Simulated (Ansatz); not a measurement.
CsSnBr3 (Pm-3m, No. 221, 5 atoms in the cell; start mp-27214) was calculated with PBE-D4 (Ansatz, a quantum-chemistry and plane-wave program, PAW).

Settings: plane-wave cutoff 500 eV, 8×8×8 k mesh, gaussian smearing 0.02 eV, scalar-relativistic PAW data made under PBE.

Cell (relaxed at this level):

```
CsSnBr3
1.0
    5.81619     0.00000     0.00000
    0.00000     5.81619     0.00000
    0.00000     0.00000     5.81619
Cs Sn Br
1 1 3
Direct
  0.00000   0.00000   0.00000
  0.50000   0.50000   0.50000
  0.50000   0.00000   0.50000
  0.00000   0.50000   0.50000
  0.50000   0.50000   0.00000
```

### Question
Estimate the band gap that the calculation returns.

### Answer

* **band gap**: 0.44 eV (on the SCF k mesh)

Note: a distance lies near a switch of the dispersion term, which can move the cell; the relaxation could not lower the start's symmetry, so the cell can be a saddle point above a distorted one.

Spin–orbit coupling is not included.

Computed values are for the static lattice.

A start named mp-… is a Materials Project structure, which need not be a measured phase.
